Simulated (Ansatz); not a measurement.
Consider interstitial Zn in wurtzite ZnO, charge state +2. The step: several atoms move together, Zn the farthest; the atom moves 2.23 Å along (-0.63, -0.36, -0.25) of the unit cell; the moving atom starts with neighbours 3 O at 2.01, O at 2.49, O at 2.51, O at 2.52; 3 Zn at 2.47 Å and ends with O at 1.88, 2 O at 2.01, O at 2.21 Å. A PBE band in Ansatz (plane-wave PAW, one k-point at (0.125, 0.250, 0.250), 72 host sites, 22 SCF runs with any check of the saddle's order, static, no finite-size correction) gives a forward barrier of 0.67 eV. The saddle point's order was not checked, and it lies on a symmetry element of the cell, where a band can be held. The charge state is imposed; whether it is stable for some Fermi level was not computed. Sites that were not tried may lie lower.

Single points at the band's start and saddle point can refine it. Rough cost of one point, in units of the band's mean SCF on the same machine:

```tsv
Level	Cost of one point
PBE, a 2×2×2 k-point mesh shifted by half a step along c	about 4
r2SCAN at 500 eV, one k-point at (0.125, 0.250, 0.250)	about 2
```

### Question
Which of these move the barrier by more than 0.1 eV, and how far does each move it?

### Answer
Not one does. PBE, a 2×2×2 k-point mesh shifted by half a step along c: +0.01 eV; r2SCAN at 500 eV, one k-point at (0.125, 0.250, 0.250): +0.05 eV. Each functional is compared with PBE at the same k-points.

Ansatz is a program for electronic structure.
